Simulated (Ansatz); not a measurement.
**ZrO2 under a change: pressure 3 GPa**

Take ZrO₂ (space group P2_1/c, No. 14; a = 5.190 Å, b = 5.242 Å, c = 5.378 Å, α = 90.00°, β = 99.68°, γ = 90.00°) as the base.

Now apply this change: cell and atoms relaxed at a pressure of 3 GPa.

The values are results of PBE in Ansatz (plane waves to 420 eV, PAW, no SOC), not measurements. k-mesh 5×5×5 (Γ-centred); smearing 0.05 eV (Fermi–Dirac).

```json
[
 {"quantity": "volume per atom", "base": "12.02 Å³", "changed": "11.82 Å³", "shift": "-0.20 Å³"},
 {"quantity": "density", "base": "5.67 g/cm³", "changed": "5.77 g/cm³", "shift": "+0.10 g/cm³"},
 {"quantity": "shortest interatomic distance", "base": "2.058 Å", "changed": "2.055 Å", "shift": "-0.003 Å"},
 {"quantity": "enthalpy H = E + PV relative to the base's energy", "base": "–", "changed": "+0.22 eV/atom", "shift": "–"},
 {"quantity": "band gap", "base": "3.65 eV", "changed": "3.63 eV", "shift": "-0.013 eV"},
 {"quantity": "gap character", "base": "indirect, Γ → Y₂", "changed": "indirect, Γ → Y₂", "shift": "–"},
 {"quantity": "smallest direct gap", "base": "3.71 eV", "changed": "3.71 eV", "shift": "0.00 eV"},
 {"quantity": "mean gap deformation potential ΔEg/Δln V", "base": "–", "changed": "+0.8 eV", "shift": "–"},
 {"quantity": "width of the top valence band", "base": "0.68 eV", "changed": "0.68 eV", "shift": "0.00 eV"},
 {"quantity": "valence-band top at Γ (three highest levels, from the VBM)", "base": "0.00, -0.19, -0.55 eV", "changed": "0.00, -0.19, -0.50 eV", "shift": "–"}
]
```

Final structure:

```yaml
crystal:
  lattice:
    - [5.15448, 0.00000, 0.00957]
    - [0.00000, 5.23352, 0.00000]
    - [-0.88872, 0.00000, 5.25643]
  atoms:
    - { symbol: Zr, position: [0.27657, 0.04293, 0.20972] }
    - { symbol: Zr, position: [0.72343, 0.54293, 0.29028] }
    - { symbol: Zr, position: [0.72343, 0.95707, 0.79028] }
    - { symbol: Zr, position: [0.27657, 0.45707, 0.70972] }
    - { symbol: O, position: [0.06920, 0.33442, 0.34275] }
    - { symbol: O, position: [0.93080, 0.83442, 0.15725] }
    - { symbol: O, position: [0.93080, 0.66558, 0.65725] }
    - { symbol: O, position: [0.06920, 0.16558, 0.84275] }
    - { symbol: O, position: [0.44870, 0.75760, 0.47837] }
    - { symbol: O, position: [0.55130, 0.25760, 0.02163] }
    - { symbol: O, position: [0.55130, 0.24240, 0.52163] }
    - { symbol: O, position: [0.44870, 0.74240, 0.97837] }
```

Load acts through the strain it causes; cell and atoms are relaxed under it. No phonon test of stability was made.

Ansatz is an electronic-structure program.
